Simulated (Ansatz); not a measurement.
Consider ZrC in the rock salt structure (space group Fm-3m, No. 225; relaxed with 0.1 eV smearing).

```yaml
crystal:
  lattice:
    - [0.00000, 2.33454, 2.33454]
    - [2.33454, 0.00000, 2.33454]
    - [2.33454, 2.33454, 0.00000]
  atoms:
    - { symbol: Zr, position: [0.00000, 0.00000, 0.00000] }
    - { symbol: C, position: [0.50000, 0.50000, 0.50000] }
```

All numbers come from Kohn–Sham DFT with the PBEsol functional, run in Ansatz (a first-principles code) with PAW and 420 eV plane waves, no SOC.

Before the change:

```
Property  Value
--------  -----
Band gap   zero
```

Perturbation: every lattice vector is shortened by 2.00 %, atoms relaxed at fixed cell.

Predict the new energy relative to the base and band gap.

The energy rises by 36 meV/atom; the band gap is still zero.

The cells carry an imposed strain or load. No phonon test of stability was made. The final runs are not spin-polarised.
